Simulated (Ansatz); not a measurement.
## Effort and miss along a sweep of kpoints.mp_grid.grid: NaCl (Fm-3m, 2 atoms in the cell)

```
CELL_PARAMETERS angstrom
      0.00000     2.78820     2.78820
      2.78820     0.00000     2.78820
      2.78820     2.78820     0.00000
ATOMIC_POSITIONS crystal
  Na 0.00000 0.00000 0.00000
  Cl 0.50000 0.50000 0.50000
```

Method: PBE (plane waves, PAW; Ansatz, a program for electronic structure).

Base settings: basis.ecutwfc = 30.9 Ry; kpoints.mp_grid.grid = 5 5 5; hamiltonian.xc = pbe; hamiltonian.pseudopotentials = {kind: paw} (the program's default PAW files); scf.occupations.method = fixed.

Misses are taken against the tightest run, 25 25 25, which need not be fully converged itself. The energy is the free energy per atom.

The count of work is k-points × plane waves × bands × iterations; it is no time, and leaves out set-up, grids and terms that scale otherwise. 

The starting cell comes from a database of computed structures (which also holds hypothetical and non-ambient phases and stackings), without a prior relaxation at this level. Its lattice was rescaled by a random factor within 2.5 % of one. Ansatz's pressure includes its estimate of the finite-basis (Pulay) stress.

The runs (kpoints.mp_grid.grid): 1 1 1 | 2 2 2 | 3 3 3 | 4 4 4 | 5 5 5 | 6 6 6 | 7 7 7 | 8 8 8 | 10 10 10 | 11 11 11 | 14 14 14 | 16 16 16 | 20 20 20 | 25 25 25.

Task: Which is the coarsest setting among those run that, with all tighter ones, holds the energy within 2 meV/atom of the reference, and what does it save?

Result: 4 4 4, off by 0.97 meV/atom; it needs 0.020 of the reference's count of work.

Task: Which is the coarsest setting among those run that, with all tighter ones, holds the energy within 0.5 meV/atom of the reference, and what does it save?

Result: 5 5 5, off by 0.11 meV/atom; it needs 0.022 of the reference's count of work.

Task: What does the step from 1 1 1 to 2 2 2 buy?

Result: It takes the miss in the energy from 2400 to 140 meV/atom, for 3.0 times the count of work.

```csv
kpoints.mp_grid.grid,energy less reference (meV/atom),pressure less reference (GPa),count of work / reference
1 1 1,2431.91,26.22,0.0019
2 2 2,138.10,2.17,0.0057
3 3 3,10.11,0.22,0.0088
4 4 4,0.97,0.03,0.020
5 5 5,0.11,0.00,0.022
6 6 6,0.01,0.00,0.035
7 7 7,0.00,0.00,0.044
8 8 8,0.00,0.00,0.064
10 10 10,0.00,0.00,0.10
11 11 11,0.00,0.00,0.12
14 14 14,0.00,0.00,0.23
16 16 16,0.00,0.00,0.32
20 20 20,0.00,0.00,0.56
25 25 25,0.00,0.00,1.0
```

Keys are those of Ansatz 0.2.
